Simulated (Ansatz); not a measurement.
Take TiO2 in the anatase structure (space group I4_1/amd, No. 141; a = 3.7779 Å, c = 9.5838 Å) as the base. Axes: x, y, z lie along a, b, c of the conventional cell.

Structures relaxed with Ansatz (a first-principles code) r2SCAN, no SOC.

Base:

Simulated powder pattern, Cu Kα1, λ = 1.54056 Å (kinematic, ideal powder, no thermal factors, no anomalous dispersion; the 14 strongest lines at most, above 2 %, up to 2θ = 90°):

```csv
2θ (°),I/Imax (%),hkl
25.32,100,(101)
36.81,6.1,(103)
37.51,21,(004)
38.55,7.1,(112)
48.13,29,(200)
53.57,20,(105)
55.16,19,(211)
62.10,3.0,(213)
62.57,15,(204)
68.37,6.9,(116)
70.44,7.4,(220)
74.85,12,(215)
76.19,3.1,(301)
82.64,5.9,(224)
```

After one change:

Simulated powder pattern, Cu Kα1, λ = 1.54056 Å (kinematic, ideal powder, no thermal factors, no anomalous dispersion; the 14 strongest lines at most, above 2 %, up to 2θ = 90°):

```csv
2θ (°),I/Imax (%)
24.52,100
25.32,99
37.51,39
38.01,14
46.30,32
48.13,28
53.15,17
53.50,20
53.57,21
54.75,17
61.04,15
62.57,14
69.01,15
73.46,13
```

**Question.** Name the change that was made.
(A) uniaxial stress, 5 GPa tension along x
(B) uniaxial strain ε_xx = +5.27 %
(C) uniaxial strain ε_xx = +3.72 %
(D) uniaxial strain ε_zz = +4.62 %

**Answer.** C, uniaxial strain ε_xx = +3.72 %. Its volume per atom is 11.82 Å³ against 11.40 Å³, and its space group is Imma (No. 74).

Stability under load was not tested beyond the relaxation. All final runs are without spin polarisation.
